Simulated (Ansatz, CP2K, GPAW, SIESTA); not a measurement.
Code comparison for BaAlGeH (P3m1, 4 atoms in the cell)

Band-structure calculation.

```yaml
crystal:
  lattice:
    - [4.40073, 0.00000, 0.00000]
    - [-2.20036, 3.81114, 0.00000]
    - [0.00000, 0.00000, 5.27210]
  atoms:
    - { symbol: Ba, position: [0.33333, 0.66667, 0.09902] }
    - { symbol: Al, position: [0.00000, 0.00000, 0.64135] }
    - { symbol: Ge, position: [0.66667, 0.33333, 0.55274] }
    - { symbol: H, position: [0.00000, 0.00000, 0.97289] }
```

Shared settings, as Ansatz (an electronic-structure program) writes them: kpoints.mp_grid.grid = 5 5 3; scf.occupations.method = fermi_dirac; scf.occupations.width = 0.01 eV. Potentials and cutoffs stand in the table.

```csv
code,model,gap along the path (eV),smallest direct gap (eV),cutoff
Ansatz,"LDA (PW92), PAW files made with PBE",0.77,1.06,default
CP2K,"LDA (Pade form), GPW, DZVP-MOLOPT-SR-GTH basis, GTH-PADE potentials (GTH_POTENTIALS)",0.65,1.06,grid 500 Ry
SIESTA,"LDA PW92, numerical atomic orbitals DZP, PseudoDojo LDA standard norm-conserving potentials (rewritten from UPF to PSML)",1.02,1.23,grid 400 Ry
GPAW,"LDA (Perdew-Wang 92), GPAW PAW datasets LDA (gpaw-data 1.0.1)",0.73,1.04,800 eV
```

The spread over the programs that give each value: gap along the path within 0.37 eV; smallest direct gap within 0.19 eV.

CP2K and SIESTA use small atom-centred bases, whose incompleteness enters pressures, forces and empty levels differently from a plane-wave cutoff.

In the gap along the path, SIESTA stands apart from the plane-wave programs.

The starting cell comes from a database of computed structures (which also holds hypothetical and non-ambient phases and stackings), without a prior relaxation at this level. Its lattice was rescaled by a random factor within 2.5 % of one.

Left out of this page: ABINIT (failed or unconverged); Elk and FLEUR (not drawn, or without a comparable value).

Keys are those of Ansatz 0.2.
